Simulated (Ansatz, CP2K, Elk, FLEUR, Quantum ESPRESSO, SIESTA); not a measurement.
**Code comparison for LaMg₂ (C2/m, 6 atoms in the cell)**

Self-consistent single point, at a second geometry (lattice scaled by 0.98). First geometry:

```
CELL_PARAMETERS angstrom
      6.21049    -1.71728     0.00000
      6.21049     1.71728     0.00000
     -2.00945     0.00000     7.82271
ATOMIC_POSITIONS crystal
  La 0.35666 0.35666 0.45450
  La 0.64334 0.64334 0.54550
  Mg 0.68483 0.68483 0.11425
  Mg 0.31517 0.31517 0.88575
  Mg 0.97793 0.97793 0.18040
  Mg 0.02207 0.02207 0.81960
```

Shared settings, as Ansatz (a first-principles code) writes them: kpoints.mp_grid.grid = 5 5 2; scf.occupations.method = fermi_dirac; scf.occupations.width = 0.1 eV. Potentials and cutoffs stand in the table.

```tsv
code	model	ΔF from the first geometry (meV/atom)	pressure (GPa)	largest force (eV/Å)	cutoff
Quantum ESPRESSO	PBEsol, GBRV 1.5 ultrasoft (PBESOL) pseudopotentials	-0.8	0.98	0.226	40 Ry
Ansatz	PBEsol, PAW files made with PBE	-2.0	0.84	0.250	420 eV
FLEUR	PBEsol, all-electron FLAPW (FLEUR), scalar-relativistic valence	-0.8	–	0.230	Kmax 3.8 1/bohr
SIESTA	GGA PBEsol, numerical atomic orbitals DZP, PseudoDojo PBEsol standard norm-conserving potentials (rewritten from UPF to PSML)	11.1	2.48	0.148	grid 300 Ry
CP2K	PBEsol, GPW, DZVP-MOLOPT-SR-GTH basis, GTH-PBE potentials (GTH_POTENTIALS)	16.3	2.77	0.479	grid 1000 Ry
Elk	PBEsol, all-electron FP-LAPW, Elk's shipped species files, APW+lo basis with extra local orbitals	-2.6	–	–	rgkmax 8
```

Size of the force on each atom (eV/Å): Sizes of forces hide their directions.

```json
[
 {"code": "Quantum ESPRESSO", "La1": "0.226", "La2": "0.226", "Mg3": "0.124", "Mg4": "0.124", "Mg5": "0.091", "Mg6": "0.091"},
 {"code": "Ansatz", "La1": "0.250", "La2": "0.250", "Mg3": "0.123", "Mg4": "0.123", "Mg5": "0.093", "Mg6": "0.093"},
 {"code": "FLEUR", "La1": "0.230", "La2": "0.230", "Mg3": "0.128", "Mg4": "0.128", "Mg5": "0.089", "Mg6": "0.089"},
 {"code": "SIESTA", "La1": "0.116", "La2": "0.116", "Mg3": "0.148", "Mg4": "0.148", "Mg5": "0.120", "Mg6": "0.120"},
 {"code": "CP2K", "La1": "0.122", "La2": "0.122", "Mg3": "0.479", "Mg4": "0.479", "Mg5": "0.141", "Mg6": "0.141"}
]
```

A dash marks a value that a program does not give, or that is left out as unsure.

The spread over the programs that give each value: ΔF from the first geometry within 18.9 meV/atom; pressure within 1.93 GPa; largest force within 0.331 eV/Å.

SIESTA and CP2K use small atom-centred bases, whose incompleteness enters pressures, forces and empty levels differently from a plane-wave cutoff. FLEUR and Elk treat all electrons, but the usual bases taken here (sphere radii, linearisation, local orbitals, empty states) were not tested for convergence, so the values are no reference for the others. Ansatz's pressure is given at a fixed set of plane waves, as the other plane-wave codes print theirs. In the pressure, SIESTA (by 1.57) and CP2K (by 1.86) lie more than 1 GPa from the median of the plane-wave programs. In the force vectors, SIESTA (by 0.352) and CP2K (by 0.374) lie more than 0.08 eV/Å from the median of the plane-wave programs.

The shared mesh is coarse (it stands for a supercell whose shortest vector is 16 Å), so the values are not converged in it.

The starting cell comes from a database of computed structures (which also holds hypothetical and non-ambient phases and stackings), without a prior relaxation at this level. For this run, on top of that: lattice scaled by 0.98.

Keys are those of Ansatz 0.2.
